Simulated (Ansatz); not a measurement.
## Band edges of zincblende AlP (F-43m) under hydrostatic pressure

Cell and atoms are relaxed with PBEsol to each stress (compression positive); bands and masses by PBEsol, rigid bands (plane waves, PAW, scalar-relativistic; Ansatz, a program for electronic structure).

```
CELL_PARAMETERS angstrom
      0.00000     2.73533     2.73533
      2.73533     0.00000     2.73533
      2.73533     2.73533     0.00000
ATOMIC_POSITIONS crystal
  Al 0.00000 0.00000 0.00000
  P  0.75000 0.75000 0.75000
```

| stress (GPa) | ln(V/V₀) (%) | gap (eV) | mean mₑ* |
|---|---|---|---|
| -2.00 | 2.41 | 1.497 | 0.34 |
| 0 | 0 | 1.453 | 0.33 |
| 5.00 | -5.18 | 1.348 | 0.32 |
| 15.00 | -13.21 | 1.166 | 0.30 |

 Masses are conductivity masses at 300 K in electron masses, harmonic means over x, y and z.

Question: Estimate the bulk modulus from the two loads next to zero.

Answer: B ≈ −Δp/Δln V = 7.00 GPa/7.59 % = 92 GPa (PBEsol), a mean over this interval.

Question: How fast does the gap move on either side of zero load?

Answer: Under tension, (1.497 − 1.453) eV over -2.00 GPa = -22 meV/GPa, or about 1.8 eV per unit ln V; under compression, (1.348 − 1.453) eV over 5.00 GPa = -21 meV/GPa, or about 2.0 eV per unit ln V. The two slopes part by 1 meV/GPa; gaps are resolved to about 0.01 eV, which allows 7 meV/GPa, so these rows don't tell them apart.

Masses are those of dilute carriers in rigid bands with one relaxation time, without polarons. Third decimals of gaps are kept for the arithmetic. Spin-orbit coupling is left out; it splits the top of the valence band and so changes the gap and its response. Every relaxation keeps the zincblende phase (space group F-43m under this load), so a transition, a distortion that breaks the symmetry or fracture can't show.
